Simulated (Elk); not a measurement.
Band structure of MnPt3 (Pm-3m, 4 atoms in the cell).

```
MnPt3
1.0
    3.95750     0.00000     0.00000
    0.00000     3.95750     0.00000
    0.00000     0.00000     3.95750
Mn Pt
1 3
Direct
  0.00000   0.00000   0.00000
  0.00000   0.50000   0.50000
  0.50000   0.00000   0.50000
  0.50000   0.50000   0.00000
```
Moments meant for the start (each program seeds them in its own way; μB, in the order of the atoms Mn Pt Pt Pt): 4.0 0.0 0.0 0.0.

Level of theory: LDA (PW92), all-electron FP-LAPW, Elk's shipped species files, APW+lo basis with extra local orbitals in Elk 10.2.4.

Settings: xctype = 3; spinpol = true; rgkmax = 8; stype = 3; swidth = 0.00367493 Ha; ngridk = 9 9 9; reducebf = 0.5; gmaxvr = 14 1/bohr; nxlo = 2; lorbcnd = true; rmtscf = 0.89; lmaxi = 3; nempty = 10 per atom; bfcmt = [[0.0, 0.0, -1.0], [0.0, 0.0, 0.0], [0.0, 0.0, 0.0], [0.0, 0.0, 0.0]].

The starting cell comes from a database of computed structures (which also holds hypothetical and non-ambient phases and stackings), without a prior relaxation at this level. Its lattice was rescaled by a random factor within 2.5 % of one. Spin-orbit coupling is off. With one magnetic atom in the cell only a parallel order is possible. Values depend on the basis (sphere radii, cutoffs, local orbitals), which need not be converged.

Levels in eV from the Fermi level, bands 51 to 58 of the first spin channel:
```tsv
point	51	52	53	54	55	56	57	58
Γ	-0.17	0.11	0.53	0.53	0.53	1.78	1.78	1.78
X	-1.76	-1.65	-1.03	-0.70	-0.19	0.53	7.10	7.23
M	-1.60	-1.53	-1.53	-1.43	0.68	1.50	1.84	1.84
R	-0.40	-0.40	-0.35	-0.35	-0.20	0.11	0.11	0.11
```

Bands cross the Fermi level along this path, so the cell is metallic at this level.

The net moment of the cell came out as 4.20 μB.
